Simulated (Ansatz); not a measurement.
What biaxial strain +1.50 %, plane normal [001], relaxed out of plane does to Na3Sb

The reference is Na3Sb (space group P6_3/mmc, No. 194; a = 5.3122 Å, c = 9.4529 Å). Axes: x lies along a and z along c of the hexagonal cell.

One thing is altered: biaxial strain +1.50 %, plane normal [001], relaxed out of plane (Cartesian); in-plane vectors clamped, the third vector and the atoms free.

Computed with Ansatz (a program for electronic structure) PBEsol, no spin-orbit coupling. k-mesh 10×10×5 (Γ-centred); smearing 0.05 eV (Fermi–Dirac).

The shortest interatomic distance increases by 0.087 bohr, from 5.796 bohr to 5.883 bohr and the pressure (mean of the normal stresses, compression positive) goes from zero to -0.53 GPa. The band gap falls by 0.04 eV to 0.39 eV and the gap character remains direct at Γ. The width of the top valence band shrinks by 0.037 eV, from 0.92 eV to 0.89 eV and the electron mass changes from 0.076 mₑ along c, 0.061 mₑ across (at Γ) to 0.070 mₑ out of plane, 0.056 mₑ in plane (at Γ). The valence-band top at Γ (three highest levels, from the VBM) goes from 0.00, 0.00, -0.16 eV to 0.00, 0.00, -0.17 eV and the out-of-plane strain comes out as -0.27 %. The ratio −ε⊥/ε∥ amounts to 0.18 and the mean in-plane stress (compression positive) is -0.8 GPa.

Cost of the whole job for the changed cell (relaxation, final SCF and bands): very roughly 3.0 core-minutes.

Spin-orbit coupling, missing from the scalar runs, can matter with Sb. Masses are band curvatures over ±0.01 Å⁻¹ around the edge. Stability against distortions was not tested.
